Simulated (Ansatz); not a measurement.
## A computed series for BaO: element substitutions

Start from BaO in the rock salt structure (space group Fm-3m, No. 225; a = 5.4899 Å).

Each row replaces one element on all its sites; cell and atoms are relaxed.

Levels (all Ansatz, an electronic-structure program, PAW): PBEsol (420 eV, scalar-relativistic without spin-orbit coupling); HSE06 (420 eV, no SOC).

Band gaps by level, all at the geometries relaxed with PBEsol:

```csv
case,PBEsol,HSE06
base,1.84 eV,3.22 eV
Ba → Mg,4.62 eV,6.47 eV
Ba → Ca,3.54 eV,?
O → S,2.04 eV,?
```

**Question.** Complete the table.

**Answer.** 
- Ba → Ca, HSE06: 5.31 eV
- O → S, HSE06: 3.07 eV

Single points use the geometry relaxed with PBEsol. HSE06 gaps are upper bounds (no full band path). Whether these cells are dynamically stable was not tested.
